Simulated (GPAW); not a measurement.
```xyz
1
Lattice="0.0000 2.4676 2.4676 2.4676 0.0000 2.4676 2.4676 2.4676 0.0000" Properties=species:S:1:pos:R:3 pbc="T T T"
Pb     0.0000     0.0000     0.0000
```

Method: PBE, real-space grid, GPAW PAW datasets PBE (gpaw-data 1.0.1) in GPAW.

The set-up and first iterations of a GPAW log for Pb (Fm-3m, 1 atom in the cell):

```
Input parameters:
  convergence: {density: 1e-08,
                eigenstates: 7e-18,
                energy: 7e-14}
  h: 0.2
  kpts: [5 5 5]
  maxiter: 120
  mode: fd
  nbands: -9
  occupations: {name: methfessel-paxton,
                order: 0,
                width: 0.1}
  symmetry: {symmorphic: False,
             tolerance: 0.0005}
  xc: PBE

species:
  Pb:
    name: Lead
    Z: 82.0
    valence: 14
    core: 68
    charge: 0.0
    file: Pb.PBE.gz

    # Using partial waves for Pb as LCAO basis

Reference energy: -567274.463364  # eV

Spin-paired calculation

Convergence criteria:
 Maximum [total energy] change in last 3 cyles: 7e-14 eV / valence electron
 Maximum integral of absolute [dens]ity change: 1e-08 electrons / valence electron
 Maximum integral of absolute [eigenst]ate change: 7e-18 eV^2 / valence electron
 Maximum number of scf [iter]ations: 120

Symmetries present (total): 48
Symmetries with fractional translations: 0
   [... lines left out ...]
  order: 0

Eigensolver

Densities:
  Coarse grid: 16*16*16 grid
  Fine grid: 32*32*32 grid
  Total Charge: 0.000000

Density mixing:
  Method: separate
  Backend: pulay
  Linear mixing parameter: 0.05
  old densities: 5
  Damping of long wavelength oscillations: 50

Hamiltonian:
  XC and Coulomb potentials evaluated on a 32*32*32 grid
  Interpolation: tri-quintic (5. degree polynomial)
  Poisson solver: FastPoissonSolver using
    Stencil: 12*3+1=37 point O(h^6) finite-difference Laplacian
    FFT axes: [np.int64(0), np.int64(1), np.int64(2)]
    FST axes: []

XC parameters: PBE with 2 nearest neighbor stencil

Number of atoms: 1
Number of atomic orbitals: 9
Number of bands in calculation: 16
Number of valence electrons: 14
Bands to converge: occupied

Density initialized from atomic densities
  9 bands from LCAO basis set
  7 bands from random numbers

Atomic positions and initial magnetic moments

Positions:
   0 Pb     0.000000    0.000000    0.000000    ( 0.0000,  0.0000,  0.0000)

Unit cell:
           periodic     x           y           z      points  spacing
  1. axis:    yes    0.000000    2.467575    2.467575    16     0.1781
  2. axis:    yes    2.467575    0.000000    2.467575    16     0.1781
  3. axis:    yes    2.467575    2.467575    0.000000    16     0.1781

  Lengths:   3.489678   3.489678   3.489678
  Angles:   60.000000  60.000000  60.000000

Effective grid spacing dv^(1/3) = 0.1943
     iter     time        total  log10-change:
                         energy   eigst   dens
iter:   1 --:--:--    -3.833272
iter:   2 --:--:--    -3.847355   -0.88  -1.82
iter:   3 --:--:--    -3.836789   -1.68  -1.84
iter:   4 --:--:--    -3.842465   -2.05  -2.23
iter:   5 --:--:--    -3.838300   -2.81  -2.52
```

How does the run end?

The run ended unconverged after 120 iterations. It gives no final result for the task that was set. The log goes on:

```
   [... 45 lines left out ...]
iter:  51 --:--:--    -3.837787  -13.26  -7.52
iter:  52 --:--:--    -3.837787  -13.11  -7.55
iter:  53 --:--:--    -3.837787  -13.40  -7.64
   [... lines left out ...]
iter: 119 --:--:--    -3.837787  -17.00  -12.09c
iter: 120 --:--:--    -3.837787  -17.51c -12.06c

Did not converge!

Here are some tips:

1) Make sure the geometry and spin-state is physically sound.
2) Use less aggressive density mixing.
3) Solve the eigenvalue problem more accurately at each scf-step.
4) Use a smoother distribution function for the occupation numbers.
5) Try adding more empty states.
6) Use enough k-points.
7) Don't let your structure optimization algorithm take too large steps.
8) Solve the Poisson equation more accurately.
9) Better initial guess for the wave functions.

See details here:

    https://gpaw.readthedocs.io/documentation/convergence.html
Traceback (most recent call last):
   [... frames left out ...]
gpaw.KohnShamConvergenceError: Did not converge!  See text output for help.
```

The starting cell has typed, rounded lattice constants, without a prior relaxation at this level. Its lattice was rescaled by up to half a per cent. Spin-orbit coupling is off.

The run was DFT PBE, real-space grid, GPAW PAW datasets PBE (gpaw-data 1.0.1). Main settings of its input:

* **mode**: fd
* **h**: 0.2 Å
* **xc**: PBE
* **kpts**: 5 5 5
* **mesh shift (steps)**: 0 0 0
* **occupations.name**: methfessel-paxton
* **occupations.width**: 0.1 eV
* **occupations.order**: 0
* **nbands**: -9
* **convergence.energy**: 7e-14 eV/electron
* **convergence.density**: 1e-08 e/electron
* **convergence.eigenstates**: 7e-18
